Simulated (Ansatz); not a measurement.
Consider HfO2 (space group P4_2/nmc, No. 137; a = 3.5675 Å, c = 5.1667 Å). Axes: x, y, z lie along a, b, c of the conventional cell.

The change: uniaxial stress, 2 GPa compression along z; all other stress components relax to zero.

All numbers come from DFT with PBEsol, PAW potentials and a 420 eV plane-wave cutoff in Ansatz (an electronic-structure program), no spin-orbit coupling, earlier PAW set.

Base, band edges from the VBM (valence, conduction): A 0.00, 5.88; M -0.44, 5.55; R -0.99, 5.18; X -0.16, 5.02; Z -0.01, 5.29; Γ -0.08, 4.57 eV.

**Question.** Give the band edges at the high-symmetry points of the new zone, measured from its valence-band maximum.

**Answer.** 
| point | valence edge (eV) | conduction edge (eV) |
|---|---|---|
| Γ | -0.08 | 4.55 |
| X | -0.13 | 4.98 |
| M | -0.40 | 5.47 |
| Z | -0.03 | 5.27 |
| R | -1.02 | 5.17 |
| A | 0.00 | 5.86 |

The gap is 4.55 eV, indirect, A → Γ.

Spin-orbit coupling, missing from the scalar runs, can matter with Hf. Load acts through the strain it causes; cell and atoms are relaxed under it. Stability under load was not tested beyond the relaxation. This is not the structure that HfO2 has at room temperature and ambient pressure.
